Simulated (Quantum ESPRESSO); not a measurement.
A self-consistent single point of Bi₂Te₃ (R-3m, 5 atoms in the cell) with Quantum ESPRESSO.

Method: PBE, GBRV 1.5 ultrasoft (PBE) pseudopotentials (plane waves; Quantum ESPRESSO).

```
CELL_PARAMETERS angstrom
      2.21105    -1.27655    10.76211
      0.00000     2.55310    10.76211
     -2.21105    -1.27655    10.76211
ATOMIC_POSITIONS crystal
  Bi 0.60317 0.60317 0.60317
  Bi 0.39683 0.39683 0.39683
  Te 0.78319 0.78319 0.78319
  Te 0.21681 0.21681 0.21681
  Te 0.00000 0.00000 0.00000
```

Reference input (self-consistent single point, DFT, PBE, plane waves, GBRV 1.5 ultrasoft (PBE) pseudopotentials): ecutwfc = 40 Ry; ecutrho = 200 Ry; occupations = smearing; smearing = gaussian; degauss = 0.00147 Ry; potentials = {Bi: bi_pbe_v1.uspp.F.UPF, Te: te_pbe_v1.uspp.F.UPF}; K_POINTS = automatic 5 5 5 0 0 0; conv_thr = 1e-10 Ry. This run's input differs from it in these lines:

```diff
@@ -14,4 +14,4 @@
     ntyp = 2
-    ecutwfc = 40
-    ecutrho = 200
+    ecutwfc = 36
+    ecutrho = 180
     occupations = 'smearing'
```

Output (repeated stretches shortened):

```
     Self-consistent Calculation

     iteration #  1     ecut=    36.00 Ry     beta= 0.70

     negative rho (up, down):  7.899E-02 0.000E+00

     total energy              =    -449.71786705 Ry
     estimated scf accuracy    <       0.92886013 Ry

     iteration #  2     ecut=    36.00 Ry     beta= 0.70

     negative rho (up, down):  8.100E-02 0.000E+00

     total energy              =    -449.43116999 Ry
     estimated scf accuracy    <       2.69338389 Ry

     iteration #  3     ecut=    36.00 Ry     beta= 0.70

     negative rho (up, down):  8.353E-02 0.000E+00

     total energy              =    -449.79709630 Ry
     estimated scf accuracy    <       3.27528865 Ry

   [... 8 blocks of this kind left out ...]

     iteration # 12     ecut=    36.00 Ry     beta= 0.70

     negative rho (up, down):  8.360E-02 0.000E+00

     total energy              =    -450.12819292 Ry
     estimated scf accuracy    <          1.0E-09 Ry

     iteration # 13     ecut=    36.00 Ry     beta= 0.70

     negative rho (up, down):  8.360E-02 0.000E+00
     End of self-consistent calculation

     the Fermi energy is     6.8347 ev

!    total energy              =    -450.12819292 Ry
     estimated scf accuracy    <          1.4E-11 Ry
     smearing contrib. (-TS)   =      -0.00000000 Ry
     internal energy E=F+TS    =    -450.12819292 Ry

     convergence has been achieved in  13 iterations

     negative rho (up, down):  8.360E-02 0.000E+00

     Forces acting on atoms (cartesian axes, Ry/au):

     atom    1 type  1   force =     0.00000000    0.00000000    0.00394631
     atom    2 type  1   force =     0.00000000    0.00000000   -0.00394631
     atom    3 type  2   force =    -0.00000000   -0.00000000    0.00518339
     atom    4 type  2   force =     0.00000000   -0.00000000   -0.00518339
     atom    5 type  2   force =     0.00000000    0.00000000    0.00000000

     Total force =     0.009213     Total SCF correction =     0.000008

     negative rho (up, down):  8.360E-02 0.000E+00
          total   stress  (Ry/bohr**3)                   (kbar)     P=        2.99
   0.00002096  -0.00000000  -0.00000000            3.08       -0.00       -0.00
   0.00000000   0.00002096   0.00000000            0.00        3.08        0.00
  -0.00000000   0.00000000   0.00001909           -0.00        0.00        2.81

   JOB DONE.
```

The run converged in 13 iterations. Against the reference run the free energy goes up by 8.3 meV/atom, the pressure hardly changes (0.25 to 0.30 GPa), the largest force stays at 0.133 eV/Å and the gap on the mesh moves little (0.602 to 0.601 eV).

The starting cell comes from a database of computed structures (which also holds hypothetical and non-ambient phases and stackings), without a prior relaxation at this level. Its lattice was rescaled by a random factor within 2.5 % of one. Spin-orbit coupling is off.

Cost on one core of a shared machine: roughly 8 min.
